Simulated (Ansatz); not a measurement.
```xyz
42
Lattice="3.5954 0.0000 0.0000 -1.7977 3.1137 0.0000 0.0000 0.0000 61.6905" Properties=species:S:1:pos:R:3 pbc="T T T"
Sn     0.0000     0.0000    -0.0003
C      0.0000     0.0000     2.2070
Sn     0.0000     4.1516     2.9376
C      0.0000     4.1516     5.1410
Sn     0.0000     2.0758     5.8745
C      0.0000     2.0758     8.0784
Sn     0.0000     0.0000     8.8118
C      0.0000     0.0000    11.0143
Sn     0.0000     4.1516    11.7503
C      0.0000     4.1516    13.9575
Sn     0.0000     0.0000    14.6882
C      0.0000     0.0000    16.8915
Sn     0.0000     2.0758    17.6247
C      0.0000     2.0758    19.8272
Sn     0.0000     4.1516    20.5632
C      0.0000     4.1516    22.7705
Sn     0.0000     2.0758    23.5011
C      0.0000     2.0758    25.7045
Sn     0.0000     0.0000    26.4380
C      0.0000     0.0000    28.6419
Sn     0.0000     4.1516    29.3753
C      0.0000     4.1516    31.5778
Sn     0.0000     2.0758    32.3137
C      0.0000     2.0758    34.5210
Sn     0.0000     4.1516    35.2517
C      0.0000     4.1516    37.4550
Sn     0.0000     0.0000    38.1882
C      0.0000     0.0000    40.3907
Sn     0.0000     2.0758    41.1267
C      0.0000     2.0758    43.3339
Sn     0.0000     0.0000    44.0646
C      0.0000     0.0000    46.2680
Sn     0.0000     4.1516    47.0015
C      0.0000     4.1516    49.2054
Sn     0.0000     2.0758    49.9388
C      0.0000     2.0758    52.1413
Sn     0.0000     0.0000    52.8772
C      0.0000     0.0000    55.0845
Sn     0.0000     2.0758    55.8152
C      0.0000     2.0758    58.0185
Sn     0.0000     4.1516    58.7517
C      0.0000     4.1516    60.9541
```

Level of theory: PBE (plane waves to 420 eV, PAW; Ansatz, a first-principles code). No spin–orbit coupling. Its k-point mesh 9×9×1, Fermi–Dirac width 0.01 eV.

Problem. Which polytype is this, and how does it compare with the cubic form?

Solution. SnC 21R (hccchcc), stacking ACBACABCBACBCABACBABC, hexagonality 29 %, space group R3m (a stacking that need not occur in nature); -1.0 meV/atom against 3C, layer spacing over a = 0.8170 (ideal 0.8165).
